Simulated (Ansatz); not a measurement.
**A computed series for hypothetical P6_3/mmc SiS2: thickness series**

Take SiS2 in the 2H-MoS2 type structure (space group P6_3/mmc, No. 194; a hypothetical phase, not in the database extracts checked; layered, stacked along the Cartesian z axis) as the base.

```yaml
crystal:
  lattice:
    - [3.22402, 0.00000, 0.00000]
    - [-1.61201, 2.79208, 0.00000]
    - [0.00000, 0.00000, 12.15100]
  atoms:
    - { symbol: Si, position: [0.33333, 0.66667, 0.25000] }
    - { symbol: Si, position: [0.66667, 0.33333, 0.75000] }
    - { symbol: S, position: [0.33333, 0.66667, 0.63080] }
    - { symbol: S, position: [0.66667, 0.33333, 0.13080] }
    - { symbol: S, position: [0.66667, 0.33333, 0.36920] }
    - { symbol: S, position: [0.33333, 0.66667, 0.86920] }
```

Free-standing slabs (3 atom(s) a layer) normal to the stacking axis with 15 Å of vacuum; in-plane cell relaxed.

Computed with r2SCAN+rVV10/PAW in Ansatz (an electronic-structure program), spin-orbit coupling left out.

Notes on the quantities. excess energy per area of both faces: slab less bulk energy over the cell's area: twice a surface energy; uncertain by up to 0.2 J/m².

```json
[
 {"case": "base", "smallest direct gap": "0.69 eV", "excess energy per area of both faces": "–", "band gap": "zero", "thickness between the outermost nuclei": "–"},
 {"case": "1 layer", "smallest direct gap": "1.41 eV", "excess energy per area of both faces": "0.31 J/m²", "band gap": "0.44 eV", "thickness between the outermost nuclei": "2.89 Å"},
 {"case": "2 layers", "smallest direct gap": "1.12 eV", "excess energy per area of both faces": "0.3 J/m²", "band gap": "___", "thickness between the outermost nuclei": "8.93 Å"},
 {"case": "3 layers", "smallest direct gap": "___", "excess energy per area of both faces": "0.3 J/m²", "band gap": "0.17 eV", "thickness between the outermost nuclei": "15.05 Å"},
 {"case": "4 layers", "smallest direct gap": "0.88 eV", "excess energy per area of both faces": "0.3 J/m²", "band gap": "0.12 eV", "thickness between the outermost nuclei": "21.12 Å"}
]
```

Question: Some entries are withheld; estimate them.

Answer: 
- 2 layers, band gap: 0.26 eV
- 3 layers, smallest direct gap: 0.97 eV

Slab and bulk use different k-meshes, which limits the precision of the excess energy. Stability against distortions was not tested. All final runs are without spin polarisation. Gaps under 0.05 eV, about the width of the smearing, are given as zero. A zero or small gap of SiS2 can be the functional's error rather than a property of the material.
